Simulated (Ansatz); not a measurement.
Cell and atoms of amorphous Al28O43Be:

```xyz
72
Lattice="9.6131 -0.0524 -0.0082 -0.0524 9.2998 -0.0245 -0.0082 -0.0245 8.6930" Properties=species:S:1:pos:R:3 pbc="T T T"
Al     4.7096     8.0184     5.6681
Al     8.5794     0.4265     1.8621
Al     1.3768     3.6335     6.9596
Al     6.0205     0.2102     8.4921
Al     8.9103     1.3282     6.4763
Al     0.1885     5.5366     4.9040
Al     5.5552     3.2687     0.1957
Al     7.6019     4.2330     7.1208
Al     8.5433     2.5424     0.2723
Al     1.9443     0.7107     2.3078
Al     2.6526     3.6355     1.3332
Al     6.0739     7.8131     2.3092
Al     0.6431     2.9409     3.4372
Al     3.1509     1.3956     8.1112
Al     5.6331     6.4259     7.9700
Al     3.4292     7.8960     0.8718
Al     2.6749     7.4040     3.8494
Al     5.5369     3.4789     2.9626
Al     9.2441     5.9728     8.2277
Al     1.7035     8.1987     6.9306
Al     3.4701     1.8744     4.9336
Al     7.8507     3.2905     4.4519
Al     6.4764     0.4942     4.3568
Al     8.2523     7.9239     6.1763
Al     6.5348     5.9566     4.7344
Al     0.6451     7.1240     2.1529
Al     3.6445     4.9871     4.9194
Al     7.4877     5.1497     1.5661
O      5.8076     7.7146     4.1468
O      9.0840     4.3265     3.6917
O      5.0174     6.1017     5.8930
O      2.8748     7.9942     5.5629
O      6.8843     3.2481     1.3812
O      0.9859     6.8516     3.8810
O      6.6023     2.2153     3.7921
O      2.5103     1.8336     1.0248
O      8.8987     6.3869     1.3645
O      9.3179     2.0556     1.9700
O      5.9823     4.6291     7.9168
O      7.2631     9.0811     2.8349
O      9.2236     2.2056     4.9235
O      0.3790     2.2574     7.7384
O      0.4503     8.9266     1.9944
O      7.7313     0.6338     0.3141
O      7.5552     0.1905     5.7501
O      1.9749     4.6761     5.5259
O      3.9006     6.5436     8.4209
O      0.1407     8.9639     6.5438
O      3.7397     6.0957     3.6045
O      7.5843     2.4530     7.3192
O      2.2193     4.3255     8.4340
O      6.3294     6.5157     1.1055
O      8.5264     4.4197     0.1243
O      5.0713     8.7590     1.1595
O      6.9752     4.3711     5.5055
O      5.6045     8.2398     7.2449
O      9.3932     4.7111     6.5804
O      2.0898     6.7017     1.2677
O      7.7917     6.7633     7.4888
O      2.7054     8.9787     8.1928
O      1.7454     4.0328     2.6784
O      6.5210     5.0074     3.1675
O      4.2923     3.3931     4.3654
O      2.9847     8.6485     2.5889
O      8.2401     6.6768     4.9129
O      1.1800     6.6809     7.6322
O      4.4237     3.6422     1.5370
O      4.9563     1.6664     8.2591
O      4.7485     0.5642     5.0147
O      2.0180     1.6158     3.8346
O      2.7567     2.2057     6.5680
Be     2.4185     5.9321     8.5434
```

These are PBE, scalar-relativistic without spin-orbit coupling (plane waves to 420 eV, PAW; Ansatz, a quantum-chemistry and plane-wave program) values and carry that method's errors.

Preparation: random packing, a CHGNet melt and quench, and a DFT relaxation. O atoms were pushed apart under 1.9 Å during the dynamics, to hinder bonds among them. The hot cell started wider than the set density and was brought back towards it in steps. It is the lowest in DFT energy of 2 quenches. It is a model cell: composition and starting density were chosen by hand, and all elements were melted together. No dispersion term was used. Its density started from a set value of 3.09 and ended at 3.10 g/cm³. Cooling (nominally 410 K/ps over its main leg) ran many orders faster than in experiment, which tends to leave more defects and strain. Values belong to this one cell and scatter from quench to quench. Volume and shape were free in the relaxation.

Cut-offs for bonds: Al-Al 2.66 Å, Al-O 2.32 Å, Al-Be 2.39 Å, O-O 1.58 Å, O-Be 1.94 Å, Be-Be 2.11 Å. Two cations that share two anions don't count as bonded, nor two that share one unless they lie closer than Al-Al 2.59 Å, Al-Be 2.32 Å, Be-Be 2.05 Å.

### Question
Give the coordination numbers, mean bond lengths and angles.

### Answer

```
Item                                                               Value
---------------------------------  -------------------------------------
Mean coordination of Al by anions  4.57 (14 with 4, 12 with 5, 2 with 6)
Mean coordination of O              3.07 (2 with 2, 36 with 3, 5 with 4)
Mean coordination of Be by anions                        4.00 (1 with 4)
Mean Al-O bond                     1.857 Å (spread 0.099 Å, 128 counted)
Mean O-Be bond                       1.644 Å (spread 0.039 Å, 4 counted)
Bond angle at Al                               mean 107.3°, spread 22.5°
Bond angle at O                                mean 115.6°, spread 16.2°
Bond angle at Be                               mean 109.1°, spread 10.3°
```

### Question
List the pairs of like atoms that count as bonded by the rules above.

### Answer
There are none by these rules.
